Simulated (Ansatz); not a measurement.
# PbS2 (space group I4/mcm, No. 140; a cell from a computed database, its experimental status unchecked)

```cif
data_Pb4S8
_chemical_formula_sum 'Pb4 S8'
_space_group_name_H-M_alt 'I4/mcm'
_space_group_IT_number 140
_space_group_name_Hall '-I 4 2c'
_cell_length_a 6.07083
_cell_length_b 6.07083
_cell_length_c 7.46273
_cell_angle_alpha 90.000
_cell_angle_beta 90.000
_cell_angle_gamma 90.000
loop_
_atom_site_label
_atom_site_type_symbol
_atom_site_symmetry_multiplicity
_atom_site_Wyckoff_symbol
_atom_site_fract_x
_atom_site_fract_y
_atom_site_fract_z
_atom_site_occupancy
Pb1 Pb 4 a 0.00000 0.00000 0.25000 1
S1 S 8 h 0.12122 0.37878 0.00000 1
```
(The calculation used a cell of 6 atoms; values per cell refer to that cell.)

Calculations: Ansatz (a first-principles code) PBEsol, spin-orbit coupling left out. k-mesh 8×8×8 (Γ-centred); smearing 0.05 eV (Fermi–Dirac).

| Property | Result |
|---|---|
| Volume per atom | 22.92 Å³ |
| Density | 6.55 g/cm³ |
| Band gap | zero |
| Total energy | -4508.575 eV/atom (σ→0; compares only within this code and set-up) |

With Pb present, leaving out spin-orbit coupling can change the band edges. No phonon test of stability was made. The final runs are not spin-polarised. The zero or small gap of PbS2 can change with the level of theory.
